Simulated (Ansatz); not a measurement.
Start from AlN in the zinc blende structure (space group F-43m, No. 216).

```cif
data_AlN
_chemical_formula_sum 'Al1 N1'
_space_group_name_H-M_alt 'P 1'
_space_group_IT_number 1
_cell_length_a 3.09553
_cell_length_b 3.09553
_cell_length_c 3.09553
_cell_angle_alpha 60.000
_cell_angle_beta 60.000
_cell_angle_gamma 60.000
loop_
_space_group_symop_operation_xyz
  'x, y, z'
loop_
_atom_site_label
_atom_site_type_symbol
_atom_site_fract_x
_atom_site_fract_y
_atom_site_fract_z
_atom_site_occupancy
Al1 Al 0.00000 0.00000 0.00000 1
N1 N 0.25000 0.25000 0.25000 1
```

Level of theory: Ansatz (an electronic-structure program) PBEsol, no spin-orbit coupling.

Strains are applied to the cell and any free atomic positions relax.

One change was made to it. Results:

The width of the top valence band drops by 0.19 eV to 2.53 eV; the valley order (the lowest conduction-band minima on the path, energy above the VBM, named in the base's zone) goes from X along ⟨100⟩ 3.19 eV; Γ 4.06 eV to X along ⟨100⟩ 3.14 eV; Γ 3.31 eV; the electron mass goes from 0.52 mₑ along k, 0.32 mₑ across (at X) to 0.54 mₑ along k, 0.33 mₑ across (at X).

**Question.** Which of these changes matches the shifts?
A) isotropic strain +3.00 %
B) isotropic strain +0.50 %
C) isotropic strain −2.00 %

**Answer.** A, isotropic strain +3.00 %. For comparison, the valley order in the other runs: isotropic strain +0.50 % gives X along ⟨100⟩ 3.18 eV; Γ 3.93 eV; isotropic strain −2.00 % gives X along ⟨100⟩ 3.22 eV; Γ 4.60 eV.

The levels and masses belong to the bands next to the band gap. Masses are band curvatures over ±0.01 Å⁻¹ around the edge. Along k means along the line from Γ to the band edge. No phonon test of stability was made. This is not the structure that AlN has at room temperature and ambient pressure.
